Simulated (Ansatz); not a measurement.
The parent structure is Ir in the fcc (Cu type) structure (space group Fm-3m, No. 225; a = 3.8450 Å; relaxed with 0.1 eV smearing). Axes: x, y, z lie along the cube axes.

Calculations: r2SCAN (Ansatz, a first-principles code), no spin-orbit coupling.

Perturbation: the cell is stretched by 1.00 % along z with no lateral relaxation, atoms relaxed at fixed cell.

Task: Predict the stress tensor and what it implies for the stiffness.

Result: Stress of the strained cell less that of the base (GPa, compression positive):
```
   -2.4     0.0     0.0
    0.0    -2.4     0.0
    0.0     0.0    -6.1
```

Then −Δσ_ii/ε with ε = 0.0100 gives relaxed-ion elastic constants: C33 ≈ 611 GPa, C13 ≈ 238 GPa and C23 ≈ 238 GPa.

Stability against distortions was not tested. The final runs are not spin-polarised.
